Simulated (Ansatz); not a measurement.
Take Sn (space group I4_1/amd, No. 141; a = 5.947 Å, c = 3.212 Å) as the base.

Level of theory: PBE in Ansatz (plane waves to 420 eV, PAW, spin-orbit coupling left out), earlier PAW set.

For the base:

The lattice parameter a comes out as 5.947 Å.

Modification: cell and atoms relaxed at a pressure of 2.1 GPa.

Question: What happens to the lattice parameter a?

Answer: The lattice parameter a drops by 0.0775 Å (5.947 Å → 5.870 Å).

Load acts through the strain it causes; cell and atoms are relaxed under it. Stability against distortions was not tested.

Ansatz is a program for electronic structure.
